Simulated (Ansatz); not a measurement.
The reference is BN (space group P6_3/mmc, No. 194; layered, stacked along the Cartesian z axis).

```
BN
1.0
    2.50046     0.00000     0.00000
   -1.25023     2.16546     0.00000
    0.00000     0.00000     6.41169
B N
2 2
Direct
  0.66667   0.33333   0.25000
  0.33333   0.66667   0.75000
  0.33333   0.66667   0.25000
  0.66667   0.33333   0.75000
```

Cartesian axes are those of the cell as printed.

Level of theory: Ansatz (a first-principles code), PBEsol-D3(BJ), PAW, cutoff 420 eV, without spin-orbit coupling.

For the base:

* **Smallest direct gap**: 4.49 eV
* **Band gap**: 4.08 eV

The change: uniaxial strain ε_xx = +0.60 %, all other strain components held at zero, atoms relaxed at fixed cell.

Task: Predict the new stress.

Result: The stress (xx, yy, zz, yz, xz, xy; compression positive) comes out as (-5.39, -1.27, -0.01, 0.00, 0.00, 0.00) GPa.

Task: What does the calculation give for the smallest direct gap after the change?

Result: The smallest direct gap drops by 0.04 eV, from 4.49 eV to 4.45 eV.

Task: What happens to the band gap?

Result: The band gap drops by 0.03 eV to 4.05 eV.

Task: What happens to the energy relative to the base?

Result: The energy increases by 0.9 meV/atom.

Whether these cells are dynamically stable was not tested.
